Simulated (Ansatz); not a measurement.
Consider the following.

```xyz
2
Lattice="0.0000 2.7801 2.7801 2.7801 0.0000 2.7801 2.7801 2.7801 0.0000" Properties=species:S:1:pos:R:3 pbc="T T T"
Cd     0.0000     0.0000     0.0000
S      1.3900     1.3900     1.3900
```

No spin polarisation.

All numbers come from LDA (Ansatz, a quantum-chemistry and plane-wave program), scalar-relativistic without spin-orbit coupling. k-mesh 10×10×10 (Γ-centred); smearing 0.05 eV (Fermi–Dirac).

Question: Estimate the gap character.

Answer: Direct at Γ.

Question: Predict the electron mass.

Answer: 0.12 mₑ (at Γ).

Question: What band gap does the calculation give?

Answer: 1.15 eV.

Load acts through the strain it causes; cell and atoms are relaxed under it. Effective masses come from finite differences of ±0.01 Å⁻¹. No phonon test of stability was made. Tetrahedral semiconductors of this kind turn to denser phases somewhere between about 1 and 50 GPa; those were not computed, so compressed cells here can lie past the real transition. The cell was made from CdS in the zinc blende structure (space group F-43m, No. 216) by this change: pressure 9 GPa.
